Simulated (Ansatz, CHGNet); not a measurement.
**HfSiO4 (I4₁/amd, No. 141, 12 atoms in the cell; start mp-4609): lattice parameter c by level of theory**

No measured value is used here.

| level (code) | value (Å) |
|---|---|
| CHGNet 0.3.0 | 6.008 |
| LDA (Ansatz) | 5.921 |
| PBE (Ansatz) | 6.014 |
| PBE-D3(BJ) (Ansatz) | 5.997 |
| PBE-D4 (Ansatz) | 5.998 |
| r²SCAN (Ansatz) | 5.972 |
| r²SCAN-D4 (Ansatz) | 5.965 |

Density-functional levels without +SOC have no spin–orbit coupling. CHGNet 0.3.0, LDA, PBE, PBE-D3(BJ), PBE-D4, r²SCAN, r²SCAN-D4: the relaxation could not lower the start's symmetry, so the cell can be a saddle point above a distorted one. Ansatz's density-functional and Hartree–Fock values are scalar-relativistic unless marked +SOC, with PAW data made under PBE.

Machine-learned potentials (CHGNet 0.3.0) are trained on DFT data: a solid inside that data is no test of them.

A start named mp-… is a Materials Project structure, which need not be a measured phase.

Ansatz is a program for electronic structure.
